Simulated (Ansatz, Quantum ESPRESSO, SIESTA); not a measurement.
## Code comparison for TiO (P1, 2 atoms in the cell)

Self-consistent single point, at a second geometry (atoms moved at random). First geometry:

```yaml
crystal:
  lattice:
    - [2.82253, 0.00000, 0.00000]
    - [-1.41126, 2.44438, 0.00000]
    - [0.00000, 0.00000, 2.83628]
  atoms:
    - { symbol: Ti, position: [0.66667, 0.33333, 0.00000] }
    - { symbol: O, position: [0.00000, 0.00000, 0.50000] }
```

Second geometry:
```xyz
2
Lattice="2.8225 0.0000 0.0000 -1.4113 2.4444 0.0000 0.0000 0.0000 2.8363" Properties=species:S:1:pos:R:3 pbc="T T T"
Ti     1.4523     0.7855     0.0099
O     -0.0411     0.0293     1.4083
```

Shared settings, as Ansatz (a first-principles code) writes them: kpoints.mp_grid.grid = 13 13 12; scf.occupations.method = fermi_dirac; scf.occupations.width = 0.1 eV. Potentials and cutoffs stand in the table.

```json
[
 {"code": "SIESTA", "model": "GGA PBEsol, numerical atomic orbitals TZP, PseudoDojo PBEsol standard norm-conserving potentials (rewritten from UPF to PSML)", "ΔF from the first geometry (meV/atom)": "23.5", "pressure (GPa)": "-8.40", "largest force (eV/Å)": "0.941", "cutoff": "grid 400 Ry"},
 {"code": "Ansatz", "model": "PBEsol, PAW files made with PBE", "ΔF from the first geometry (meV/atom)": "22.5", "pressure (GPa)": "-8.46", "largest force (eV/Å)": "0.895", "cutoff": "default"},
 {"code": "Quantum ESPRESSO", "model": "PBEsol, SSSP 1.1.2 efficiency (PBE) pseudopotentials", "ΔF from the first geometry (meV/atom)": "22.6", "pressure (GPa)": "-7.98", "largest force (eV/Å)": "0.898", "cutoff": "55 Ry"}
]
```

On Ansatz's run: spin polarisation is off, so a magnetic state, if there is one, cannot be reached.

The spread over the programs that give each value: ΔF from the first geometry within 1.0 meV/atom; pressure within 0.48 GPa; largest force within 0.046 eV/Å.

SIESTA uses small atom-centred bases, whose incompleteness enters pressures, forces and empty levels differently from a plane-wave cutoff. Ansatz's pressure is given at a fixed set of plane waves, as the other plane-wave codes print theirs; with its correction for the finite basis it is -7.99 GPa (the shift of 0.47 GPa shows how far the cutoff is from converged).

The starting cell comes from a database of computed structures (which also holds hypothetical and non-ambient phases and stackings), without a prior relaxation at this level. Its lattice was rescaled by a random factor within 2.5 % of one. For this run, on top of that: atoms moved at random.

Keys are those of Ansatz 0.2.
